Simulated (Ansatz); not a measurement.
**The (0001) surface of wurtzite CdS, Cd-terminated, SH on every top atom (bottom of the slab: 2 H on 4 bottom sites)**

Computed with PBE (plane waves to 420 eV, PAW; Ansatz, an electronic-structure program).

Model: 42-atom slab, 15.3 Å thick at the start with caps and adatoms, 3x3x1 mesh, Fermi-Dirac 0.025 eV, dipole correction, 8 atoms held, the rest relaxed; no symmetry held; no spin (no spin-polarised run to compare, though such a face may carry moments), no spin-orbit, no U. The slab shows no gap over 0.04 eV on its mesh. It is one candidate, not shown to be the stable structure of the face.

```json
{
 "work_function_of_the_top_face": "6.68 eV",
 "energy_released_by_relaxation": "0.88 eV",
 "cost": "around 50 core-minutes (rough)"
}
```
